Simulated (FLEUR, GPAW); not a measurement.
A GPAW input for a self-consistent single point of Nb3B4 (Immm, 7 atoms in the cell) (DFT PBEsol, plane waves, GPAW PAW datasets PBEsol (made by gpaw-setup)):

```python
from ase import Atoms
from ase.units import GPa
from gpaw import GPAW, PW, FermiDirac

atoms = Atoms(['Nb', 'Nb', 'Nb', 'B', 'B', 'B', 'B'],
              cell=[[-1.593401, 1.674969, 7.148351],
                    [1.593401, -1.674969, 7.148351],
                    [1.593401, 1.674969, -7.148351]],
              scaled_positions=[[0.184760, 0.684760, 0.500000],
                                [0.815240, 0.315240, 0.500000],
                                [0.000000, 0.000000, 0.000000],
                                [0.435570, 0.435570, 0.000000],
                                [0.564430, 0.564430, 0.000000],
                                [0.367660, 0.867660, 0.500000],
                                [0.632340, 0.132340, 0.500000]],
              pbc=True)

calc = GPAW(mode=PW(900),
            xc='PBEsol',
            kpts=(7, 7, 7),
            occupations=FermiDirac(0.1),
            nbands=-15,
            symmetry={'symmorphic': False, 'tolerance': 0.0005},
            maxiter=120)

atoms.calc = calc

energy = atoms.get_potential_energy()
print('Energy (eV):', round(energy, 6))
forces = atoms.get_forces()
print('Forces (eV/Ang):')
print(forces.round(5))
stress = atoms.get_stress()
print('Stress (GPa, Voigt):', (stress / GPa).round(4))
```

Q: Write the same calculation as an input for FLEUR.

A: This is the input that was run; spellings and numerical settings could be chosen otherwise.

Input of the input generator:

```
scf Nb3B4
&input film=f /
-3.0110914967 3.1652326772 13.5084256327
3.0110914967 -3.1652326772 13.5084256327
3.0110914967 3.1652326772 -13.5084256327
1.0
1.0 1.0 1.0

7
41 0.1847600000 0.6847600000 0.5000000000
41 0.8152400000 0.3152400000 0.5000000000
41 0.0000000000 -0.0000000000 -0.0000000000
5 0.4355700000 0.4355700000 0.0000000000
5 0.5644300000 0.5644300000 0.0000000000
5 0.3676600000 0.8676600000 0.5000000000
5 0.6323400000 0.1323400000 0.5000000000

&comp jspins=1 /
&exco xctyp='PBEs' /
&kpt div1=7 div2=7 div3=7 /
&end /
```

```xml
<?xml version="1.0" encoding="UTF-8" standalone="no"?>
<fleurInput fleurInputVersion="0.39">
   <comment>
      scf Nb3B4                                                                                           
   </comment>
   <calculationSetup>
      <cutoffs Kmax="3.9" Gmax="15.6" GmaxXC="15.6" numbands="0"/>
      <scfLoop itmax="80" minDistance="0.00001" maxIterBroyd="99" imix="Anderson" alpha="0.05" precondParam="0.0" spinf="2.0"/>
      <coreElectrons ctail="T" frcor="F" kcrel="0" coretail_lmax="0"/>
      <xcFunctional name="PBEs" relativisticCorrections="F"/>
      <magnetism jspins="1"/>
      <soc l_soc="F" theta="0.0" phi="0.0" spav="F"/>
      <expertModes spex="0" secvar="F"/>
      <geometryOptimization l_f="T" forcealpha="1.0" forcemix="BFGS" epsdisp="0.00001" epsforce="0.00001"/>
      <ldaU l_linMix="F" mixParam="0.05" spinf="1.0"/>
   </calculationSetup>
   <cell>
      <bzIntegration valenceElectrons="51.0" mode="hist" fermiSmearingEnergy="0.00367493">
         <kPointListSelection listName="default-1"/>
         <!-- k-points included here -->
         <xi:include xmlns:xi="http://www.w3.org/2001/XInclude" href="kpts.xml"> </xi:include>
      </bzIntegration>
      <!-- symmetry operations included here -->
      <xi:include xmlns:xi="http://www.w3.org/2001/XInclude" href="sym.xml"> </xi:include>
      <bulkLattice scale="1.0">
         <bravaisMatrix>
            <row-1>   -3.0110914967000002     3.1652326772000001    13.5084256326999999</row-1>
            <row-2>    3.0110914967000002    -3.1652326772000001    13.5084256326999999</row-2>
            <row-3>    3.0110914967000002     3.1652326772000001   -13.5084256326999999</row-3>
         </bravaisMatrix>
      </bulkLattice>
   </cell>
   <atomSpecies>
      <species name="Niobium (Nb)" element="Nb" atomicNumber="41">
         <mtSphere radius="2.56" gridPoints="903" logIncrement="0.014"/>
         <atomicCutoffs lmax="10" lnonsphr="8"/>
         <electronConfig flipSpins="F">
            <coreConfig>(1s1/2) (2s1/2) (2p1/2) (2p3/2) (3s1/2) (3p1/2) (3p3/2) (3d3/2) (3d5/2)</coreConfig>
            <valenceConfig>(4s1/2) (4p1/2) (4p3/2) (5s1/2) (4d3/2) (4d5/2)</valenceConfig>
            <stateOccupation state="(5s1/2)" spinUp="0.5" spinDown="0.5"/>
            <stateOccupation state="(4d3/2)" spinUp="0.8" spinDown="0.8"/>
            <stateOccupation state="(4d5/2)" spinUp="1.2" spinDown="1.2"/>
         </electronConfig>
         <energyParameters s="5" p="5" d="4" f="4"/>
         <lo type="SCLO" l="0" n="4" eDeriv="0"/>
         <lo type="SCLO" l="1" n="4" eDeriv="0"/>
      </species>
      <species name="Boron (B)" element="B" atomicNumber="5">
         <mtSphere radius="1.59" gridPoints="563" logIncrement="0.018"/>
         <atomicCutoffs lmax="6" lnonsphr="4"/>
         <electronConfig flipSpins="F">
            <coreConfig>(1s1/2)</coreConfig>
            <valenceConfig>(2s1/2) (2p1/2) (2p3/2)</valenceConfig>
            <stateOccupation state="(2p1/2)" spinUp="0.1666666666667" spinDown="0.1666666666667"/>
            <stateOccupation state="(2p3/2)" spinUp="0.3333333333333" spinDown="0.3333333333333"/>
         </electronConfig>
         <energyParameters s="2" p="2" d="3" f="4"/>
      </species>
   </atomSpecies>
   <atomGroups>
      <atomGroup species="Niobium (Nb)">
         <relPos label="                   1">.1847600000 -.3152400000 1.000/2.000</relPos>
         <relPos label="                   2">-.1847600000 .3152400000 1.000/2.000</relPos>
         <force calculate="T" relaxXYZ="TTT"/>
      </atomGroup>
      <atomGroup species="Niobium (Nb)">
         <relPos label="                   3">.0000000000 .0000000000 .0000000000</relPos>
         <force calculate="T" relaxXYZ="TTT"/>
      </atomGroup>
      <atomGroup species="Boron (B)">
         <relPos label="                   4">.4355700000 .4355700000 .0000000000</relPos>
         <relPos label="                   5">-.4355700000 -.4355700000 .0000000000</relPos>
         <force calculate="T" relaxXYZ="TTT"/>
      </atomGroup>
      <atomGroup species="Boron (B)">
         <relPos label="                   6">.3676600000 -.1323400000 1.000/2.000</relPos>
         <relPos label="                   7">-.3676600000 .1323400000 1.000/2.000</relPos>
         <force calculate="T" relaxXYZ="TTT"/>
      </atomGroup>
   </atomGroups>
   <output dos="F" band="F" slice="F">
      <checks vchk="F" cdinf="F"/>
      <bandDOS minEnergy="-.5*Htr" maxEnergy="0.5*Htr" sigma="0.015" storeEVData="T"/>
      <vacuumDOS vacdos="F" integ="F" star="F" nstars="0" locx1="0.0" locy1="0.0" locx2="0.0" locy2="0.0" nstm="0" tworkf="0.0"/>
      <unfoldingBand unfoldBand="F" supercellX="1" supercellY="1" supercellZ="1"/>
      <plotting iplot="0" polar="F">
         <plot TwoD="T" vec1="  1.0  0.0  0.0" vec2="  0.0  1.0  0.0" vec3="  0.0  0.0  1.0" zero="  0.0  0.0  0.0" file="plot"/>
      </plotting>
      <chargeDensitySlicing numkpt="0" minEigenval="0.0" maxEigenval="0.0" nnne="0" pallst="F"/>
      <specialOutput eonly="F"/>
      <magneticCircularDichroism mcd="F" energyLo="-10.0" energyUp="0.0"/>
   </output>
  <!-- We include the file relax.xml here to enable relaxations (see documentation) -->
  <xi:include xmlns:xi="http://www.w3.org/2001/XInclude" href="relax.xml"> <xi:fallback/> </xi:include>
</fleurInput>
```

Basis settings and potentials, where a program has them, do not carry over. This input uses DFT, PBEsol, all-electron FLAPW (FLEUR), scalar-relativistic valence.

The starting cell comes from a database of computed structures (which also holds hypothetical and non-ambient phases and stackings), without a prior relaxation at this level. Its lattice was rescaled by a random factor within 2.5 % of one.
